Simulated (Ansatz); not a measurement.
A computed series for CdSe: pressure series

The reference is CdSe in the zinc blende structure (space group F-43m, No. 216; a = 6.196 Å).

Cell and atoms are relaxed at each pressure.

All numbers come from PBE, PAW, 420 eV (Ansatz, a quantum-chemistry and plane-wave program; spin-orbit coupling left out), earlier PAW set.

```csv
pressure (GPa),volume per atom (Å³/atom)
-1,30.454
0,29.740
0.3,29.541
0.7,29.292
1.5,28.829
3,28.048
5,?
7.5,26.242
10,25.459
```

Q: Fit the third-order Birch–Murnaghan form P(V) = (3B₀/2)[(V₀/V)^(7/3) − (V₀/V)^(5/3)]·[1 + (3/4)(B₀′ − 4)((V₀/V)^(2/3) − 1)] (squares taken in P) to the rows shown and predict the withheld row.

A: Least squares on the printed values gives V₀ = 29.740 Å³/atom, B₀ = 44.7 GPa, B₀′ = 4.7; this predicts 27.166 Å³/atom, and the run gives 27.167 Å³/atom, in agreement.

Load acts through the strain it causes; cell and atoms are relaxed under it. Stability against distortions was not tested. Tetrahedral semiconductors of this kind turn to denser phases somewhere between about 1 and 50 GPa; those were not computed, so compressed cells here can lie past the real transition.
